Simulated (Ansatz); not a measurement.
A zone-centre phonon calculation of WSe2 (P6_3/mmc, 6 atoms in the cell) with Ansatz (a quantum-chemistry and plane-wave program).

Method of the run: PBEsol, default PAW files made with PBE (plane waves; Ansatz).

```yaml
crystal:
  lattice:
    - [1.64820, -2.85477, 0.00000]
    - [1.64820, 2.85477, 0.00000]
    - [0.00000, 0.00000, 13.02480]
  atoms:
    - { symbol: W, position: [0.33333, 0.66667, 0.25000] }
    - { symbol: W, position: [0.66667, 0.33333, 0.75000] }
    - { symbol: Se, position: [0.33333, 0.66667, 0.87900] }
    - { symbol: Se, position: [0.66667, 0.33333, 0.37900] }
    - { symbol: Se, position: [0.66667, 0.33333, 0.12100] }
    - { symbol: Se, position: [0.33333, 0.66667, 0.62100] }
```

Reference input (self-consistent single point, DFT, PBEsol, plane waves, default PAW files made with PBE): basis.ecutwfc = 30.9 Ry; kpoints.mp_grid.grid = 9 9 2; hamiltonian.xc = pbesol; hamiltonian.pseudopotentials = {kind: paw} (the program's default PAW files); scf.occupations.method = fermi_dirac; scf.occupations.width = 0.0037 Ry. This run's input differs from it in these lines:

Ansatz 0.2 input:
```diff
@@ -14,3 +14,3 @@
 basis:
-  ecutwfc: 30.9 Ry
+  ecutwfc: 21.7 Ry
 kpoints:
@@ -21,7 +21,7 @@
 scf:
-  occupations: { method: fermi_dirac, width: 0.0037 Ry }
-output:
-  forces: true
-  eigenvalues: true
-  stress: true
+  occupations: { method: fixed }
+phonons:
+  method: dfpt
+  dielectric: true
+  rigid_motions: translations
```

The program printed (abridged):

```
SCF iter   1: F=—  HF=-42213.243732 eV  |F-HF|=—  |Δ(HF+E_count)|=         —  Δρ=5.51e-3  dr2=1.63e-2  ethr=1.77e-3  ⟨swp⟩=4.8  Hψ=9370  notcnv=0  defer=298
all-band conjugate gradients solve this SCF's bands
preconditioner: auto → Resta (q_TF=auto, 2.601 Å⁻¹)
SCF iter   2: F=—  HF=-42213.235128 eV  |F-HF|=—  |Δ(HF+E_count)|=   8.60e-3  Δρ=2.99e-3  dr2=4.56e-3  ethr=1.77e-5  ⟨swp⟩=2.0  Hψ=5552  notcnv=0  defer=398
   [... lines left out ...]
SCF iter   6: F=—  HF=-42213.237125 eV  |F-HF|=—  |Δ(HF+E_count)|=   1.02e-5  Δρ=1.77e-5  dr2=5.61e-7  ethr=1.33e-8  ⟨swp⟩=2.0  Hψ=3486  notcnv=0  defer=118
SCF iter   7: F=—  HF=-42213.237124 eV  |F-HF|=—  |Δ(HF+E_count)|=   8.90e-7  Δρ=3.72e-6  dr2=2.09e-8  ethr=6.09e-10  ⟨swp⟩=2.7  Hψ=4481  notcnv=0  defer=118
SCF iter   8: F=—  HF=-42213.237124 eV  |F-HF|=—  |Δ(HF+E_count)|=   1.20e-8  Δρ=8.17e-7  dr2=1.19e-9  ethr=2.28e-11  ⟨swp⟩=2.8  Hψ=4694  notcnv=0  defer=118
SCF iter   9: F=-42213.237124 eV  HF=-42213.237124 eV  |F-HF|=4.37e-11  |Δ(HF+E_count)|=  5.38e-10  Δρ=2.00e-7  dr2=6.61e-11  ethr=1.00e-12  ⟨swp⟩=11.7  Hψ=15739  notcnv=0
SCF 1 converged in 9 iterations: F = -42213.237124 eV  dr2 = 6.61e-11
DFPT response loops at Γ: preconditioner auto → Resta (q_TF=auto, 2.601 Å⁻¹)  ε∞=7.6 (no band partly filled) …
── the response to a field inside a basis, on 10×10×2 k-points: an SCF that follows is theirs, and a resumed run solves both again ──
Crystal: 6 atoms, lattice volume = 122.569 Å³
Bands: 47, of which v1, the nominal top of the filled ones, is band 46 counted from 1 (45 counted from 0)
k-points: 30 of 200 (irreducible under 8 space group operations)
Initial density: handed on by an earlier stage of this run
Initial wavefunctions: pseudopotential atomic-orbital guess (no wavefunctions were taken with the density)
   [... lines left out ...]
WARN: field response: ε∞ stands inside a basis, on 10×10×2 points …
Free energy (F): -42213.237124 eV
Fermi energy:    12.645161 eV
   [... lines left out ...]
         21.67      2             0.0000
         32.76      1             0.0000
        167.99      2             0.0000
   [... 8 lines left out ...]
  optical modes at Γ + LO–TO along q̂ = [0.0000, 0.0000, 1.0000]:
      ω (cm⁻¹)  modes    IR ((D/Å)²/amu)
         21.67      2             0.0000
         32.76      1             0.0000
        167.99      2             0.0000
   [... 7 lines left out ...]
```

The run converged in 16 iterations. 

Summary of the result:
```
Property                                                                                                                                                           Result
----------------------------------------------------------------------------------------  -------------------------------------------------------------------------------
Free energy E − TS (on the zero of these files)                                                                                                            -42213.2371 eV
Top of the valence band (on the code's own zero)                                                                                                                 12.65 eV
Gap on the k-point mesh                                                                                                                                           1.05 eV
Zone-centre frequencies (cm⁻¹; negative means imaginary)                                  0, 0, 0, 22, 22, 33, 168, 168, 169, 169, 239, 239, 239, 239, 241, 243, 296, 298
ε∞ at this k-point mesh, which may be far from converged in small-gap cells (xx, yy, zz)                                                                 15.3, 15.3, 7.51
Born charges at this mesh (mean of the diagonal, e)                                                                  W -1.10, W -1.10, Se 0.55, Se 0.55, Se 0.55, Se 0.55
```

The starting cell has typed, rounded lattice constants, without a prior relaxation at this level. Its lattice was rescaled by up to half a per cent. Spin-orbit coupling is off. The cutoff lies below the one recommended for these files. The frequencies listed for the zone centre hold no LO-TO term.

Cost on one core of a shared machine: roughly 4 min.
